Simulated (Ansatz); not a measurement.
## By hand: formation energy of Al_W in W (bcc, Im-3m)

Subject: the formation energy of Al_W in W (bcc, Im-3m). Reaction: 63 W (bcc) + Al (fcc) → cell A.

A: a supercell of 64 sites of W (bcc, Im-3m) with Al on a W site (8 W at 2.78 Å); spin state with PBE: run without spin.

Setting: static, neutral cells in Ansatz (PAW) whose structures rest at the PBE level. Ansatz (a program for electronic structure) runs with its default PAW set. Other levels take these structures. The lattices are those relaxed with PBE, so at other levels the solids can be strained, which adds to the spread. Larger cells are relaxed from a start prepared with the learned potential CHGNet, on a coarser mesh till forces fall under 0.03 eV/Å, which some starts already meet. A dispersion term (D3(BJ), or D4 for r2SCAN) was computed beside these levels and is taken off wherever the name lacks it. The runs are scalar-relativistic, without spin-orbit coupling. Mesh and cell size may move defect energies by 0.1 eV or more. Cell A has symmetry Im-3m within 0.02 Å and got no random move, so less symmetric positions, which may lie lower, weren't tried.

Total energies of the cells in eV, at zero smearing width. They compare only within one column; the weights balance every element.

| cell | atoms | weight | PBE | r2SCAN+D4 |
|---|---|---|---|---|
| A: W:Al_W | 64 | +1 | -654781.55378 | -655583.94565 |
| W (bcc) | 64 | −63/64 | -664628.88689 | -665440.92039 |
| Al (fcc) | 1 | −1 | -537.50370 | -540.52430 |

PBE: (-654781.55378) − 63/64 × (-664628.88689) − (-537.50370) = 0.010 eV.

r2SCAN+D4: (-655583.94565) − 63/64 × (-665440.92039) − (-540.52430) = -0.015 eV.
